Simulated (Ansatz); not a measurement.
# Response to strain in SiO2

The reference is SiO2 in the rutile structure (space group P4_2/mnm, No. 136).

```
CELL_PARAMETERS angstrom
      4.19450     0.00000     0.00000
      0.00000     4.19450     0.00000
      0.00000     0.00000     2.67848
ATOMIC_POSITIONS crystal
  Si 0.00000 0.00000 0.00000
  Si 0.50000 0.50000 0.50000
  O  0.30606 0.30606 0.00000
  O  0.80606 0.19394 0.50000
  O  0.19394 0.80606 0.50000
  O  0.69394 0.69394 0.00000
```

Cartesian axes are those of the cell as printed.

Strains are applied to the cell and any free atomic positions relax; under biaxial strain the out-of-plane vector relaxes too.

Level of theory: PBEsol (Ansatz, a first-principles code), without spin-orbit coupling.

Candidates:
(a) biaxial strain −1.80 %, plane normal [001], relaxed out of plane
(b) biaxial strain −0.60 %, plane normal [001], relaxed out of plane
(c) biaxial strain −1.20 %, plane normal [001], relaxed out of plane
(d) biaxial strain −2.40 %, plane normal [001], relaxed out of plane

**Question.** Order them by out-of-plane strain, lowest first.

**Answer.** (b) biaxial strain −0.60 %, plane normal [001], relaxed out of plane (+0.32 %), (c) biaxial strain −1.20 %, plane normal [001], relaxed out of plane (+0.65 %), (a) biaxial strain −1.80 %, plane normal [001], relaxed out of plane (+1.00 %), (d) biaxial strain −2.40 %, plane normal [001], relaxed out of plane (+1.36 %)

Stability against distortions was not tested.
